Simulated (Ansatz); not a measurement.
**Hypothetical Fm-3m WSe2, response to strain**

Start from WSe₂ (space group Fm-3m, No. 225; a = 6.2622 Å; ferromagnetic; a hypothetical phase, not in the database extracts checked). Axes: x, y, z lie along the cube axes.

Strains are applied to the cell and any free atomic positions relax; under biaxial strain the out-of-plane vector relaxes too; under stress the whole cell relaxes.

Level of theory: Kohn–Sham DFT with the r2SCAN functional, run in Ansatz (a program for electronic structure) with PAW and 500 eV plane waves, spin-orbit coupling left out.

Candidates:
(a) isotropic strain +5.92 %
(b) uniaxial stress, 2 GPa compression along x
(c) uniaxial stress, 5 GPa compression along z
(d) biaxial strain +0.25 %, plane normal [001], relaxed out of plane
(e) uniaxial stress, 8 GPa tension along z

Notes on the quantities. energy relative to the base: free energy F.

Task: Order them by energy relative to the base, highest first.

Result: (a) isotropic strain +5.92 % (+189 meV/atom), (e) uniaxial stress, 8 GPa tension along z (+20 meV/atom), (c) uniaxial stress, 5 GPa compression along z (+7.5 meV/atom), (b) uniaxial stress, 2 GPa compression along x (+1.3 meV/atom), (d) biaxial strain +0.25 %, plane normal [001], relaxed out of plane (+0.2 meV/atom)

Other magnetic orders, which the real material may have, were not ruled out. Without a gap, meshes like the base's 13×13×13 leave anisotropic stresses uncertain by several tenths of a GPa, and small strain energies with them. Beyond what the load breaks, stability against distortions was not tested.
